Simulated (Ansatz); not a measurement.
Start from TlBiS2 (space group R-3m, No. 166; a = 4.0853 Å, c = 21.6959 Å (hexagonal axes)).

Computed with PBEsol, PAW, 420 eV (Ansatz, an electronic-structure program; spin-orbit coupling left out).

One change was made to it. Results:

The band gap becomes zero (base: 0.15 eV); the c/a ratio goes up by 0.567, from 5.311 to 5.878; the lattice parameter a falls by 0.491 Å to 3.594 Å.

### Question
What was done to the base?
A. pressure 0.9 GPa
B. pressure −1 GPa
C. pressure 22.5 GPa
D. pressure 2.1 GPa
E. pressure 4.5 GPa

### Answer
C, pressure 22.5 GPa. For comparison, the lattice parameter a in the other runs: pressure 2.1 GPa gives 4.038 Å; pressure −1 GPa gives 4.110 Å; pressure 4.5 GPa gives 3.993 Å; pressure 0.9 GPa gives 4.064 Å.

A case with no gap was solved on a k-mesh chosen for an insulator, which is coarse for it. With Bi and Tl present, leaving out spin-orbit coupling can change the band edges. Load acts through the strain it causes; cell and atoms are relaxed under it. Stability against distortions was not tested. Competing high-pressure phases were not computed. All final runs are without spin polarisation. Gaps under 0.05 eV, about the width of the smearing, are given as zero. The zero or small gap of TlBiS2 can change with the level of theory.
